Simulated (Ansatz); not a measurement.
**What isotropic strain −1.00 % does to Zr**

Base system: Zr in the hcp (Mg type) structure (space group P6_3/mmc, No. 194; a = 3.1825 Å, c = 5.1235 Å; relaxed with 0.1 eV smearing).

The change: the cell is scaled by 0.9900 in all directions; the atoms relax in the strained cell.

Method: plane-wave PAW DFT at the PBEsol level (Ansatz, an electronic-structure program, 420 eV), no spin-orbit coupling. Settings: 21×21×11 k-points, 0.1 eV Fermi–Dirac smearing.

The volume per atom drops by 0.67 Å³ to 21.80 Å³ and the space group remains P6_3/mmc (No. 194). The shortest interatomic distance decreases by 0.032 Å to 3.121 Å and the energy rises by 6.4 meV/atom. The pressure (mean of the normal stresses, compression positive) goes from zero to 3.1 GPa and the band gap stays zero.

Stability against distortions was not tested. The final runs are not spin-polarised.
